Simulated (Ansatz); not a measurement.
## GaSb in the zinc blende structure (space group F-43m, No. 216)

```yaml
crystal:
  lattice:
    - [0.00000, 3.05574, 3.05574]
    - [3.05574, 0.00000, 3.05574]
    - [3.05574, 3.05574, 0.00000]
  atoms:
    - { symbol: Sb, position: [0.75000, 0.75000, 0.75000] }
    - { symbol: Ga, position: [0.00000, 0.00000, 0.00000] }
```

Computed with PBEsol in Ansatz (plane waves to 420 eV, PAW, no spin-orbit coupling). k-mesh 13×13×13 (Γ-centred); smearing 0.05 eV (Fermi–Dirac).

- Volume per atom: 28.53 Å³
- Density: 5.57 g/cm³
- Band gap: zero
- Total energy: -5075.767 eV/atom (σ→0; compares only within this code and set-up)

Spin-orbit coupling, missing from the scalar runs, can matter with Sb. No phonon test of stability was made. All final runs are without spin polarisation. The zero or small gap of GaSb can change with the level of theory.

Ansatz is a program for electronic structure.
